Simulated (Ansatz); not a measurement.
Results of LDA in Ansatz (plane waves, PAW) for cubic perovskite CsCdCl3.

Run with plane-wave cutoff 520 eV, 8×8×8 k mesh, Fermi–Dirac smearing 0.01 eV, scalar-relativistic PAW data made under PBE.

Computed at the level's own relaxed cell.

Problem. Give the computed pressure derivative B′ of the bulk modulus, bulk modulus B0, equilibrium volume per atom and lattice constant a.

Solution. 
- pressure derivative B′ of the bulk modulus = 5.0
- bulk modulus B0 = 42.7 GPa
- equilibrium volume per atom = 26.74 Å³/atom
- lattice constant a = 5.113 Å

Spin–orbit coupling is not included.

Computed values are for the static lattice.

Ansatz is a first-principles code.
